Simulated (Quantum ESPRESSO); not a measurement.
The steps of a band-structure calculation for SnGeN₂ (Ima2, 8 atoms in the cell) with Quantum ESPRESSO.

Method: PBEsol, GBRV 1.5 ultrasoft (PBESOL) pseudopotentials (plane waves; Quantum ESPRESSO).

Step 1 (scf):

```fortran
&CONTROL
   calculation = 'scf',
   outdir = './work',
   pseudo_dir = './',
   tprnfor = .true.,
   tstress = .true.,
/
&SYSTEM
   ibrav = 0,
   nat = 8,
   ntyp = 3,
   ecutwfc = 50,
   ecutrho = 250,
   occupations = 'smearing',
   smearing = 'fd',
   degauss = 0.00147,
   nbnd = 44,
/
&ELECTRONS
   conv_thr = 1.0d-10,
/
ATOMIC_SPECIES
Sn   118.7100  sn_pbesol_v1.4.uspp.F.UPF
Ge    72.6300  ge_pbesol_v1.4.uspp.F.UPF
N     14.0070  n_pbesol_v1.2.uspp.F.UPF
ATOMIC_POSITIONS {crystal}
Sn    0.8175300000    0.4490600000    0.8684700000
Sn    0.5805900000    0.9490600000    0.1315300000
Ge    0.3842600000    0.5022800000    0.3819800000
Ge    0.1203000000    0.0022800000    0.6180200000
N     0.0408600000    0.1450400000    0.3958200000
N     0.7492200000    0.6450400000    0.6041800000
N     0.4036200000    0.9036200000    0.5000000000
N     0.4036200000    0.4036200000    0.0000000000
K_POINTS {automatic}
4 4 4  0 0 0
CELL_PARAMETERS {bohr}
  -5.3887524656     7.3735034684     4.8657046202
   5.3887524656    -7.3735034684     4.8657046202
   5.3887524656     7.3735034684    -4.8657046202
```

Step 2 (bands):

```fortran
&CONTROL
   calculation = 'bands',
   outdir = './work',
   pseudo_dir = './',
   verbosity = 'high',
/
&SYSTEM
   ibrav = 0,
   nat = 8,
   ntyp = 3,
   ecutwfc = 50,
   ecutrho = 250,
   occupations = 'smearing',
   smearing = 'fd',
   degauss = 0.00147,
   nbnd = 48,
/
&ELECTRONS
   conv_thr = 1.0d-10,
   startingwfc = 'random',
   diago_thr_init = 1.0d-6,
   diagonalization = 'cg',
/
ATOMIC_SPECIES
Sn   118.7100  sn_pbesol_v1.4.uspp.F.UPF
Ge    72.6300  ge_pbesol_v1.4.uspp.F.UPF
N     14.0070  n_pbesol_v1.2.uspp.F.UPF
ATOMIC_POSITIONS {crystal}
Sn    0.8175300000    0.4490600000    0.8684700000
Sn    0.5805900000    0.9490600000    0.1315300000
Ge    0.3842600000    0.5022800000    0.3819800000
Ge    0.1203000000    0.0022800000    0.6180200000
N     0.0408600000    0.1450400000    0.3958200000
N     0.7492200000    0.6450400000    0.6041800000
N     0.4036200000    0.9036200000    0.5000000000
N     0.4036200000    0.4036200000    0.0000000000
K_POINTS {crystal_b}
16
  0.00000000   0.00000000   0.00000000   9  ! G
  0.35886386   0.35886386  -0.35886386   3  ! X
  0.24239074   0.47533698  -0.24239074   4  ! L
  0.00000000   0.50000000   0.00000000   4  ! T
  0.25000000   0.25000000   0.25000000   6  ! W
  0.50000000   0.00000000   0.00000000   5  ! R
  0.64113614  -0.35886386   0.35886386   3  ! X1
  0.50000000  -0.50000000   0.50000000   8  ! Z
  0.00000000   0.00000000   0.00000000   8  ! G
 -0.38352688   0.38352688   0.38352688   5  ! Y
  0.00000000   0.00000000   0.50000000   6  ! S
  0.25000000   0.25000000   0.25000000   1  ! W
 -0.24239074   0.52466302   0.24239074   3  ! L1
 -0.38352688   0.38352688   0.38352688   1  ! Y
  0.38352688  -0.38352688   0.61647312   3  ! Y1
  0.50000000  -0.50000000   0.50000000   1  ! Z
CELL_PARAMETERS {bohr}
  -5.3887524656     7.3735034684     4.8657046202
   5.3887524656    -7.3735034684     4.8657046202
   5.3887524656     7.3735034684    -4.8657046202
```

Step 3 (bands.x):

```fortran
&BANDS
   outdir = './work',
   filband = 'bands.dat',
   lsym = .false.,
/
```

Output of bands (abridged):

```
     Atomic positions and unit cell read from directory:
     ./work/pwscf.save/

     Message from routine setup:
     using ibrav=0 with symmetry is DISCOURAGED, use correct ibrav instead
     G-vector sticks info
     --------------------
     sticks:   dense  smooth     PW     G-vecs:    dense   smooth      PW
     Sum        1765    1417    407                51567    36921    5643

     bravais-lattice index     =            0
   [... lines left out ...]
     unit-cell volume          =     773.3353 (a.u.)^3
     number of k points=    70  Fermi-Dirac smearing, width (Ry)=  0.0015
   [... lines left out ...]

     The potential is recalculated from file :
     ./work/pwscf.save/charge-density

     Band Structure Calculation
     CG style diagonalization

     ethr =  1.00E-06,  avg # of iterations = 40.1

     End of band structure calculation

          k = 0.0000 0.0000 0.0000 (  4639 PWs)   bands (ev):

   -14.5286 -14.4928 -14.4823 -14.4332 -14.4299 -14.4291 -14.3814 -14.3702
   -14.3628 -14.3509 -10.4473 -10.4210 -10.4058 -10.3865 -10.3396 -10.3306
   -10.3298 -10.3060 -10.2902 -10.2524  -6.7602  -3.6516  -3.4011  -3.2345
     0.1935   2.4881   3.2952   4.5117   4.8869   5.5360   6.2194   6.3580
     6.6444   7.8654   8.5313   8.6397   9.4450   9.6439  11.8199  11.9229
    15.2497  15.4793  15.6736  15.7642  16.0729  16.7660  17.4710  17.9109

          k = 0.0000 0.0000 0.0848 (  4639 PWs)   bands (ev):

   -14.5278 -14.4934 -14.4823 -14.4334 -14.4300 -14.4289 -14.3812 -14.3700
   -14.3630 -14.3510 -10.4474 -10.4204 -10.4063 -10.3862 -10.3396 -10.3314
   -10.3308 -10.3047 -10.2899 -10.2532  -6.7351  -3.6752  -3.4406  -3.2348
     0.1929   2.4610   3.3780   4.6074   4.9109   5.4604   6.2371   6.2529
     6.6694   7.9937   8.5160   8.5311   9.4308   9.5817  11.9857  12.0473
    14.9784  15.4679  15.6722  15.9212  15.9650  16.7183  17.4956  17.9375

   [... 68 blocks of this kind left out ...]
```

Output of bands.x (abridged):

```
     Reading xml data from directory:

     ./work/pwscf.save/

     G-vector sticks info
     --------------------
     sticks:   dense  smooth     PW     G-vecs:    dense   smooth      PW
     Sum        1765    1417    407                51567    36921    5643

     Reading collected, re-writing distributed wavefunctions
     high-symmetry point:  0.0000 0.0000 0.0000   x coordinate   0.0000
     high-symmetry point:  0.0000 0.0000 0.7632   x coordinate   0.7632
     high-symmetry point:  0.2237 0.0000 0.7632   x coordinate   0.9869
     high-symmetry point:  0.4801 0.0000 0.5317   x coordinate   1.3323
     high-symmetry point:  0.4801 0.3509 0.5317   x coordinate   1.6832
     high-symmetry point:  0.0000 0.3509 0.5317   x coordinate   2.1633
   [... 5 lines left out ...]
     high-symmetry point:  0.4801 0.3509 0.5317   x coordinate   5.2882
     high-symmetry point:  0.7365 0.0000 0.3002   x coordinate   5.2882
     high-symmetry point:  0.7365 0.0000 0.0000   x coordinate   5.5884
     high-symmetry point:  0.2237 0.7017 0.0000   x coordinate   5.5884
     high-symmetry point:  0.0000 0.7017 0.0000   x coordinate   5.8121

     Plottable bands (eV) written to file bands.dat.gnu
     Bands written to file bands.dat

   JOB DONE.
```

The gap along the path is 0.78 eV.

The starting cell comes from a database of computed structures (which also holds hypothetical and non-ambient phases and stackings), without a prior relaxation at this level.
